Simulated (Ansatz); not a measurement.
## Short convergence ladders for LiMoN2 (R3m, 4 atoms in the cell)

```
CELL_PARAMETERS angstrom
      1.45292     0.83884     5.32549
     -1.45292     0.83884     5.32549
      0.00000    -1.67769     5.32549
ATOMIC_POSITIONS crystal
  Li 0.41672 0.41672 0.41672
  Mo 0.58592 0.58592 0.58592
  N  0.84262 0.84262 0.84262
  N  0.99655 0.99655 0.99655
```

Base method: LDA (PW92), default PAW files made with PBE (plane waves; Ansatz, a first-principles code).

Base settings: basis.ecutwfc = 420 eV; kpoints.mp_grid.grid = 11 11 11; hamiltonian.xc = lda; hamiltonian.pseudopotentials = {kind: paw} (the program's default PAW files); scf.occupations.method = gaussian; scf.occupations.width = 0.1 eV.

The count of work is k-points × plane waves × bands × iterations; it is no time. Core times come from one kind of shared machine, to one figure; runs under 30 s give none.

**The cutoff for other potential files**

Level: DFT, LDA (PW92), plane waves, harder PAW files (source: ansatz) made with PBE.

In this ladder: hamiltonian.pseudopotentials = {kind: paw, source: ansatz}.

The second cell is the first with its lattice scaled by 0.98.

The mesh stays at the base's, so the ladder's end is converged at best in this setting alone.

The first pressure column holds Ansatz's estimate of the finite-basis (Pulay) stress, which hides part of the cutoff error; the other is without it.

Only quantities that move along the ladder and can be compared are tabulated.

```csv
basis.ecutwfc,free energy less the last step's (meV/atom),energy of the compressed cell less the first (meV/atom),pressure (GPa),pressure without the Pulay estimate (GPa),largest difference of a force vector from the last step's (eV/Å),count of work / last,core time / last (rough)
390 eV,727.64,-11.50,-10.80,-52.85,0.194,0.096,–
480 eV,209.01,-16.30,-11.82,-27.66,0.047,0.13,–
610 eV,30.07,-18.49,-12.30,-15.45,0.002,0.21,–
740 eV,3.86,-18.63,-12.33,-12.77,0.001,0.28,–
870 eV,1.29,-18.64,-12.33,-12.37,0.000,0.35,–
1045 eV,0.84,-18.64,-12.33,-12.36,0.000,0.47,0.6
1305 eV,0.24,-18.65,-12.33,-12.35,0.000,0.66,0.7
1740 eV,0.00,-18.65,-12.33,-12.34,0.000,1.0,1
```

Coarsest basis.ecutwfc that holds the energy of the compressed cell less the first within 1 meV/atom of the last step, with all finer ones: 610 eV, at 0.21 of the last step's count of work; the step before is off by 2.4 meV/atom.

Coarsest basis.ecutwfc that holds the pressure within 1 GPa of the last step, with all finer ones: 480 eV, at 0.13 of the last step's count of work; the step before is off by 1.5 GPa.

Coarsest basis.ecutwfc that holds the forces within 0.005 eV/Å of the last step, with all finer ones: 610 eV, at 0.21 of the last step's count of work; the step before is off by 0.047 eV/Å.

The energy difference between the two cells stays within 1 meV/atom of the last step's from 610 eV on, the total only from 1045 eV on: much of the error is common to both cells and cancels.

At the lowest cutoff the pressure without the Pulay estimate lies 40.5 GPa under the last step's, the usual sign of Pulay stress in an incomplete plane-wave basis.

**The density cutoff**

The mesh stays at the base's, so the ladder's end is converged at best in this setting alone.

Only quantities that move along the ladder and can be compared are tabulated.

| basis.ecutrho_ratio | pressure (GPa) |
|---|---|
| 2 | -12.34 |
| 3 | -12.47 |
| 4 | -12.47 |
| 5 | -12.47 |
| 6 | -12.47 |
| 8 | -12.47 |
| 10 | -12.47 |
| 12 | -12.47 |
| 16 | -12.47 |

Coarsest basis.ecutrho_ratio that holds the pressure within 0.05 GPa of the last step, with all finer ones: 3; the step before is off by 0.13 GPa.

**The relaxed cell against the cutoff**

On LiMoN2 (R3m, 4 atoms in the cell): atoms on their sites.

In this ladder: relax = cell and atoms.

The mesh stays at the base's, so the ladder's end is converged at best in this setting alone.

Only quantities that move along the ladder and can be compared are tabulated.

| basis.ecutwfc | relaxed volume (Å³/atom) | relaxation steps | core time / last (rough) |
|---|---|---|---|
| 210 eV | 9.158 | 45 | 1 |
| 250 eV | 9.139 | 23 | 0.8 |
| 295 eV | 9.202 | 17 | 0.8 |
| 355 eV | 9.209 | 11 | 0.6 |
| 420 eV | 9.205 | 9 | 0.6 |
| 505 eV | 9.207 | 7 | 0.6 |
| 630 eV | 9.207 | 7 | 0.8 |
| 840 eV | 9.206 | 7 | 1 |

Coarsest basis.ecutwfc that holds the relaxed volume within 0.018 Å³/atom of the last step, with all finer ones: 295 eV; the step before is off by 0.068 Å³/atom.

At the lowest cutoff the cell relaxes to a volume 0.5 % smaller than at the highest. Ansatz relaxes on a stress corrected for the finite basis.

On the base run: the starting cell comes from a database of computed structures (which also holds hypothetical and non-ambient phases and stackings), without a prior relaxation at this level. Its lattice was rescaled by up to half a per cent. One atom was moved a little off its site on purpose. Spin polarisation is off; with an odd number of electrons in the cell that forces a metal, and a magnetic state may lie lower.

Keys are those of Ansatz 0.2.
